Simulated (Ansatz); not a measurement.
The starting structures come from a database of crystals and need not be the phases stable at ambient conditions.

 Where the default PAW files enter, the runs use the earlier of Ansatz's two default sets.

The decay constant κ of evanescent states in the gap governs leakage through a thin film.

Here is the system:

```yaml
crystal:
  lattice:
    - [4.09172, 0.00000, 0.00000]
    - [0.00000, 4.09172, 0.00000]
    - [0.00000, 0.00000, 9.10242]
  atoms:
    - { symbol: La, position: [0.00000, 0.50000, 0.86503] }
    - { symbol: La, position: [0.50000, 0.00000, 0.13497] }
    - { symbol: Ag, position: [0.50000, 0.50000, 0.50000] }
    - { symbol: Ag, position: [0.00000, 0.00000, 0.50000] }
    - { symbol: S, position: [0.00000, 0.50000, 0.30696] }
    - { symbol: S, position: [0.50000, 0.00000, 0.69304] }
    - { symbol: O, position: [0.00000, 0.00000, 0.00000] }
    - { symbol: O, position: [0.50000, 0.50000, 0.00000] }
```

Space group of this cell: P4/nmm. The cell is taken as given; by r2SCAN its mean pressure is -1.2 GPa.

Transport runs along the normal of the first two printed cell vectors, the (001) plane of the conventional cell.

The gap is the functional's own, uncorrected, and κ follows it; spin-orbit coupling is left out. Mid-gap values are interpolated between the computed energies.

Give the band gap and the smallest decay constant κ at mid-gap that r2SCAN (Ansatz, a program for electronic structure) yields.

Gap 1.75 eV on a 8×8×4 mesh; κ = 0.222 1/Å, at the zone centre.
